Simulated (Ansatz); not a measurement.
The reference is Se in the diamond structure (space group Fd-3m, No. 227; a hypothetical phase, not in the database extracts checked; relaxed with 0.1 eV smearing).

```xyz
2
Lattice="0.0000 3.1114 3.1114 3.1114 0.0000 3.1114 3.1114 3.1114 0.0000" Properties=species:S:1:pos:R:3 pbc="T T T"
Se     1.5557     1.5557     1.5557
Se     0.0000     0.0000     0.0000
```

Cartesian axes are those of the cell as printed.

Method: plane-wave PAW DFT at the PBEsol level (Ansatz, a program for electronic structure, 420 eV), scalar-relativistic without spin-orbit coupling.

One thing is altered: biaxial strain +0.96 %, plane normal [001], relaxed out of plane (Cartesian); in-plane vectors clamped, the third vector and the atoms free.

Task: Predict the new ratio −ε⊥/ε∥, energy relative to the base and in-plane stress.

Result: The ratio −ε⊥/ε∥ amounts to 3.51; the energy drops by 1.6 meV/atom; the mean in-plane stress (compression positive) is +0.9 GPa.

Whether these cells are dynamically stable was not tested. Under biaxial strain +0.96 %, plane normal [001], relaxed out of plane the cell ends below the base's energy or with stress of the wrong sign: the atoms slid into a distortion or the cell is elastically unstable, so the base is not a stable minimum at this level.
